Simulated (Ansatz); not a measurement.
## CdSe, response to strain

The reference is CdSe in the zinc blende structure (space group F-43m, No. 216; a = 6.0075 Å). Axes: x, y, z lie along the cube axes.

Strains are applied to the cell and any free atomic positions relax; under biaxial strain the out-of-plane vector relaxes too.

All numbers come from Kohn–Sham DFT with the LDA functional, run in Ansatz (a program for electronic structure) with PAW and 420 eV plane waves, no spin-orbit coupling.

Notes on the quantities. energy relative to the base: free energy F.

| biaxial strain, plane normal [111], relaxed out of plane (%) | energy relative to the base (meV/atom) |
|---|---|
| -2.5 | 10.0 |
| -2.08 | 6.9 |
| -1.67 | 4.4 |
| -1.25 | 2.5 |
| -0.83 | 1.1 |
| -0.42 | ? |
| 0 | 0.0 |

Q: Fit ΔE = Aε² + Bε³ (ε in %) to the rows shown and predict the withheld row.

A: Least squares on the printed values gives A = 1.57 and B = -0.013 meV/atom (largest residual 0.0 meV/atom); this predicts 0.3 meV/atom, and the run gives 0.3 meV/atom, in agreement.

Whether these cells are dynamically stable was not tested.
